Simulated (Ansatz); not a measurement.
We consider AlN (Fm-3m, No. 225, 2 atoms in the cell; start mp-1330; high-pressure phase), described by r²SCAN (PAW; Ansatz, a program for electronic structure).

Run with plane-wave cutoff 600 eV, 14×14×14 k mesh, scalar-relativistic PAW data made under PBE.

Computed at the level's own relaxed cell.

Hill averages of the elastic tensor: K = 275.8 GPa, G = 239.4 GPa. Volume 8.229 Å³/atom, mean atomic mass 20.494 u.

Work out the density, the sound velocities of a polycrystal and the elastic Debye temperature at this level.

ρ = 1.66054 × 20.494/8.229 = 4.136 g/cm³. v_l = √[(K + 4G/3)/ρ] = 11.994 km/s and v_t = √(G/ρ) = 7.608 km/s. The mean follows from 3/v_m³ = 1/v_l³ + 2/v_t³: v_m = 8.367 km/s. Θ_D = (ħ/k_B) v_m (6π²/V)^(1/3) = 76.38 K Å s/km × 8.367 × 1.9306 Å⁻¹ = 1234 K, counting all atoms of the cell.

Note: the relaxation could not lower the start's symmetry, so the cell can be a saddle point above a distorted one.

A start named mp-… is a Materials Project structure, which need not be a measured phase.
